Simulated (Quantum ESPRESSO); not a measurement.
Quantum ESPRESSO run on Li5Sn2 (P1, 7 atoms in the cell): self-consistent single point.

Computed with vdW-DF2, GBRV 1.5 ultrasoft (PBE) pseudopotentials (plane waves; Quantum ESPRESSO 7.5).

```
CELL_PARAMETERS angstrom
      2.35356     1.35883     6.54929
     -2.35356     1.35883     6.54929
      0.00000    -2.71765     6.54929
ATOMIC_POSITIONS crystal
  Li 0.49302 0.50007 0.50824
  Li 0.35623 0.35934 0.35005
  Li 0.65011 0.63547 0.65171
  Li 0.20823 0.21960 0.21009
  Li 0.78238 0.78201 0.78872
  Sn 0.07792 0.07236 0.06752
  Sn 0.93212 0.93115 0.92367
```

Reference input (self-consistent single point, DFT, PBEsol, plane waves, GBRV 1.5 ultrasoft (PBESOL) pseudopotentials): ecutwfc = 40 Ry; ecutrho = 200 Ry; occupations = smearing; smearing = marzari-vanderbilt; degauss = 0.019992 Ry; potentials = {Li: li_pbesol_v1.4.uspp.F.UPF, Sn: sn_pbesol_v1.4.uspp.F.UPF}; K_POINTS = automatic 5 5 5 0 0 0; conv_thr = 1e-09 Ry. This run's input differs from it in these lines:

```diff
@@ -17,2 +17,3 @@
  degauss = 0.019992
+ input_dft = 'vdw-df2'
 /
@@ -22,4 +23,4 @@
 ATOMIC_SPECIES
-Li     6.9400  li_pbesol_v1.4.uspp.F.UPF
-Sn   118.7100  sn_pbesol_v1.4.uspp.F.UPF
+Li     6.9400  li_pbe_v1.4.uspp.F.UPF
+Sn   118.7100  sn_pbe_v1.4.uspp.F.UPF
 ATOMIC_POSITIONS {crystal}
```

Output (repeated stretches shortened):

```
     Self-consistent Calculation

     iteration #  1     ecut=    40.00 Ry     beta= 0.70

     total energy              =    -391.13194811 Ry
     estimated scf accuracy    <       6.51482729 Ry

     iteration #  2     ecut=    40.00 Ry     beta= 0.70

     total energy              =    -393.14180328 Ry
     estimated scf accuracy    <       2.60136877 Ry

     iteration #  3     ecut=    40.00 Ry     beta= 0.70

     total energy              =    -393.71841856 Ry
     estimated scf accuracy    <       0.12636529 Ry

   [... 7 blocks of this kind left out ...]

     iteration # 11     ecut=    40.00 Ry     beta= 0.70

     total energy              =    -393.77032890 Ry
     estimated scf accuracy    <       0.00000002 Ry

     iteration # 12     ecut=    40.00 Ry     beta= 0.70
     End of self-consistent calculation

     the Fermi energy is     6.0577 ev

!    total energy              =    -393.77032891 Ry
     estimated scf accuracy    <          6.9E-10 Ry
     smearing contrib. (-TS)   =       0.00004026 Ry
     internal energy E=F+TS    =    -393.77036917 Ry

     convergence has been achieved in  12 iterations

     Forces acting on atoms (cartesian axes, Ry/au):

     atom    1 type  1   force =     0.00019296    0.00157479    0.00001425
     atom    2 type  1   force =     0.00208727   -0.00110047    0.00041166
     atom    3 type  1   force =    -0.00271632    0.00359220   -0.00284050
     atom    4 type  1   force =     0.00158026   -0.00076895    0.00344824
     atom    5 type  1   force =     0.00011547    0.00188395    0.00502353
   [... lines left out ...]

     Total force =     0.043723     Total SCF correction =     0.000047

          total   stress  (Ry/bohr**3)                   (kbar)     P=       24.19
   0.00011253  -0.00000094  -0.00000337           16.55       -0.14       -0.50
  -0.00000094   0.00011038   0.00000318           -0.14       16.24        0.47
  -0.00000337   0.00000318   0.00027031           -0.50        0.47       39.76

   JOB DONE.
```

The run converged in 12 iterations. Against the reference run the pressure goes from -0.36 to 2.42 GPa and the largest force goes from 0.435 to 0.852 eV/Å. The full log also holds: “c_bands:  1 eigenvalues not converged”.

The starting cell comes from a database of computed structures (which also holds hypothetical and non-ambient phases and stackings), without a prior relaxation at this level. Its atoms were displaced at random from the sites of space group no. 166.

Cost on one core of a shared machine: roughly 5 min.
